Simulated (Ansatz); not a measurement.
Symmetric slabs, relaxed from ideal cuts in 1x1 cells, of group IV semiconductors: surface energy (J/m²) by functional, in Ansatz (plane waves, PAW). All structures are PBE's; the other columns are single points with references at the same level. No spin-orbit coupling, Hubbard U or dispersion.

| system | PBE | LDA | PBEsol | RPBE | r2SCAN |
|---|---|---|---|---|---|
| alpha tin (221), ideal cut with outer spacing 0.55 Å | 0.59 | 0.74 | 0.68 | 0.51 | 0.73 |
| alpha tin (311), ideal cut with outer spacing 1.51 Å | 0.58 | 0.71 | 0.65 | 0.52 | 0.76 |
| alpha tin (310), ideal cut with outer spacing 1.05 Å | 0.55 | 0.69 | 0.62 | 0.48 | 0.72 |
| silicon (311), ideal cut with outer spacing 0.41 Å | 1.65 | 1.83 | 1.76 | 1.55 | 1.89 |
| alpha tin (331), ideal cut with outer spacing 0.38 Å | 0.58 | 0.73 | 0.67 | 0.50 | 0.72 |
| alpha tin (210), ideal cut with outer spacing 0.74 Å | 0.58 | 0.77 | 0.69 | 0.49 | 0.74 |
| alpha tin (211), ideal cut with outer spacing 1.36 Å | 0.65 | 0.83 | 0.76 | 0.56 | 0.80 |
| 6H silicon carbide (10-10) (cut with 2 C + 2 Si on top), ideal cut with outer spacing 0.89 Å | 3.86 | 4.23 | 4.08 | 3.68 | 4.23 |

The rows are a random draw from the class, without slabs that broke up, higher cuts of a face and adsorbates that left their site. Mean shift from PBE over these rows: LDA 0.19 J/m² (from 0.13 to 0.37, 8 rows); PBEsol 0.11 J/m² (from 0.07 to 0.22, 8 rows); RPBE -0.09 J/m² (from -0.18 to -0.06, 8 rows); r2SCAN 0.19 J/m² (from 0.14 to 0.37, 8 rows).

Ansatz is a first-principles code.
